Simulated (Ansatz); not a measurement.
**BPt2 (P6₃/mmc, No. 194; cell taken from a computed entry)**

The numbers are results of LDA (PAW; Ansatz, a quantum-chemistry and plane-wave program), not measurements.

Settings: plane-wave cutoff 500 eV, 18×18×4 k mesh (along the axes of the cell as run), Fermi–Dirac smearing 0.05 eV, scalar-relativistic PAW data made under PBE.

Cell: relaxed at this level.

```yaml
volume_per_atom: 12.31 Å³/atom
equilibrium_lattice_constant_a: 2.879 Å
lattice_parameter_c: 10.285 Å
band_gap: none
```

Note: the relaxation could not lower the start's symmetry, so the cell can be a saddle point above a distorted one.

Spin–orbit coupling is not included.

Computed values are for the static lattice.
